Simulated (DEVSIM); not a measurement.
Structure: Mo/SiO2/p-InP capacitor, at 300 K.

Layer 1 from the left is SiO2, thickness (nm) 4.00. Layer 2 from the left is InP, thickness (nm) 17000, Na (cm⁻³) 1.4e15.

Metal gate on the left, work function 4.6 eV. Fixed charge at the semiconductor interface 0 cm⁻² (in units of +e); interface traps 1e11 cm⁻² eV⁻¹, uniform in energy, neutral level at 0.5 of the gap above the valence band.

This is a model device: material constants are rounded textbook-type values typed into the input, and sizes, dopings and lifetimes were drawn at random. Values at 300 K.

SiO2: gap (eV) 9, affinity (eV) 0.9, permittivity 3.9. InP: gap (eV) 1.344, affinity (eV) 4.38, permittivity 12.5, Nc (cm⁻³) 5.7e17, Nv (cm⁻³) 1.1e19.

Simulated with DEVSIM: 1D Poisson equation in equilibrium, Boltzmann statistics, complete ionisation; no quantum confinement or tunnelling. Metal contacts follow the ideal Schottky-Mott rule: no Fermi-level pinning, no interface dipoles.

Problem. What does the simulation give for the minimum of the low-frequency capacitance, the flat-band voltage, the threshold voltage (band bending 2φF)?

Solution. minimum of the low-frequency capacitance 0.0276 μF/cm²; flat-band voltage -0.90 V; threshold voltage (band bending 2φF) 0.10 V.
